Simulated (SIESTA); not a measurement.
Input and output of a self-consistent single point for KBr (Fm-3m, 2 atoms in the cell) (SIESTA).

Level of theory: GGA PBE, numerical atomic orbitals DZP, PseudoDojo PBE standard norm-conserving potentials (rewritten from UPF to PSML) in SIESTA 5.4.2.

The change in words: lattice scaled by 0.98. Reference geometry:
```xyz
2
Lattice="0.0000 3.3000 3.3000 3.3000 0.0000 3.3000 3.3000 3.3000 0.0000" Properties=species:S:1:pos:R:3 pbc="T T T"
K      0.0000     0.0000     0.0000
Br     3.3000     3.3000     3.3000
```

Reference input (self-consistent single point, DFT, GGA PBE, numerical atomic orbitals DZP, PseudoDojo PBE standard norm-conserving potentials (rewritten from UPF to PSML)): XC.functional = GGA; XC.authors = PBE; potentials = PseudoDojo PBE standard; PAO.BasisSize = DZP; PAO.EnergyShift = 0.005 Ry; MeshCutoff = 350 Ry; kgrid.MonkhorstPack = 6 6 6; OccupationFunction = FD; ElectronicTemperature = 0.05 eV; MaxSCFIterations = 150; SCF.Mixer.Method = Pulay; SCF.Mixer.Weight = 0.25. This run's input differs from it in these lines:

```diff
@@ -12,5 +12,5 @@
 %block LatticeVectors
-     0.000000000    3.300000000    3.300000000
-     3.300000000    0.000000000    3.300000000
-     3.300000000    3.300000000    0.000000000
+     0.000000000    3.234000000    3.234000000
+     3.234000000    0.000000000    3.234000000
+     3.234000000    3.234000000    0.000000000
 %endblock LatticeVectors
@@ -19,3 +19,3 @@
      0.000000000    0.000000000    0.000000000  1
-     3.300000000    3.300000000    3.300000000  2
+     3.234000000    3.234000000    3.234000000  2
 %endblock AtomicCoordinatesAndAtomicSpecies
```

The program printed (abridged):

```
        iscf     Eharris(eV)        E_KS(eV)     FreeEng(eV)     dDmax    Ef(eV) dHmax(eV)
   scf:    1    -1248.836169    -1248.629516    -1248.629516  0.458695 -4.246272  1.895679
   scf:    2    -1248.790429    -1248.715444    -1248.715444  0.057659 -4.715874  1.185408
   scf:    3    -1248.775870    -1248.753711    -1248.753711  0.072418 -5.373825  0.219656
   scf:    4    -1248.755659    -1248.754832    -1248.754832  0.021805 -5.565445  0.024146
   scf:    5    -1248.751797    -1248.753515    -1248.753515  0.013083 -5.681488  0.186554
   scf:    6    -1248.755706    -1248.754858    -1248.754858  0.019464 -5.541997  0.000167
   scf:    7    -1248.754858    -1248.754858    -1248.754858  0.000055 -5.541639  0.000447
SCF Convergence by DM+H criterion
max |DM_out - DM_in|         :     0.0000545080
max |H_out - H_in|      (eV) :     0.0004467243
SCF cycle converged after 7 iterations

Using DM_out to compute the final energy and forces

siesta: E_KS(eV) =            -1248.7549

siesta: E_KS - E_eggbox =     -1248.7549

siesta: Atomic forces (eV/Ang):
     1    0.000000    0.000000   -0.000000
     2   -0.000000   -0.000000    0.000000
   Tot    0.000000   -0.000000    0.000000
   Max    0.000000
   Res    0.000000    sqrt( Sum f_i^2 / 3N )
   Max    0.000000    constrained

Stress tensor Voigt[x,y,z,yz,xz,xy] (kbar):      -26.48      -26.48      -26.48       -0.00       -0.00       -0.00
(Free)E + p*V (eV/cell)    -1247.6367
Target enthalpy (eV/cell)    -1248.7549

siesta: Program's energy decomposition (eV):
siesta: FreeEng =     -1248.754858

   [... lines left out ...]
siesta:    -0.016529   -0.000002   -0.000002
siesta:    -0.000002   -0.016529   -0.000002
siesta:    -0.000002   -0.000002   -0.016529

siesta: Cell volume =         67.647234 Ang**3

siesta: Pressure (static):
siesta:                Solid            Molecule  Units
siesta:           0.00018002          0.00018002  Ry/Bohr**3
siesta:           0.01652856          0.01652856  eV/Ang**3
siesta:          26.48166914         26.48166914  kBar
```

The run converged in 7 iterations. Against the reference run the free energy goes up by 25.1 meV/atom, the pressure goes from 1.24 to 2.65 GPa and the gap on the mesh goes from 4.385 to 4.575 eV.

The starting cell has typed, rounded lattice constants, without a prior relaxation at this level. For this run, on top of that: lattice scaled by 0.98. Values carry the incompleteness of an atom-centred basis. The basis of the alkali or alkaline-earth atoms may lack their empty d shell, which can raise the gap.
